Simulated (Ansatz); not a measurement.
Start from AlN in the rock salt structure (space group Fm-3m, No. 225; a = 4.0452 Å; a model cell, its experimental status unchecked). Axes: x, y, z lie along the cube axes.

One thing is altered: compressive biaxial strain of 0.95 % in the plane normal to [001], as in epitaxy on a mismatched substrate; the out-of-plane cell vector and the atoms relax.

Levels (all Ansatz, an electronic-structure program, PAW): PBEsol (420 eV, without spin-orbit coupling); r2SCAN (500 eV, without spin-orbit coupling); HSE06 (420 eV, no SOC).

One geometry, relaxed with PBEsol, under each level:

```csv
level,band gap,lowest conduction level above the VBM at special points,electron mass,hole mass,pressure
PBEsol,4.53 eV,X 4.53 eV; M 4.70 eV; Γ 5.72 eV; S₀ 5.95 eV,"0.58 mₑ along k, 0.34 mₑ across (at X)","0.32 mₑ out of plane, 0.91 mₑ in plane (at Γ)",3.34 GPa
r2SCAN,5.46 eV,X 5.46 eV; M 5.62 eV; Γ 6.54 eV; S₀ 6.89 eV,"0.56 mₑ along k, 0.34 mₑ across (at X)","0.32 mₑ out of plane, 0.90 mₑ in plane (at Γ)",1.91 GPa
HSE06,___,___,–,–,–
```

Task: Give the withheld HSE06 results.

Result: 
- HSE06, band gap: 6.01 eV
- HSE06, lowest conduction level above the VBM at special points: X 6.01 eV; M 6.18 eV; Γ 7.27 eV

Single points use the geometry relaxed with PBEsol. Their cutoffs differ, which shifts pressures a little. The hybrid gap comes from the SCF mesh plus the semilocal run's edge points and a few special points and is an upper bound. Effective masses come from finite differences of ±0.01 Å⁻¹. Along k means along the line from Γ to the band edge. Stability against distortions was not tested. The base started in Pnma and relaxed to Fm-3m at this level. This is not the structure that AlN has at room temperature and ambient pressure. Labels are those of the standard path for the cell's own space group.
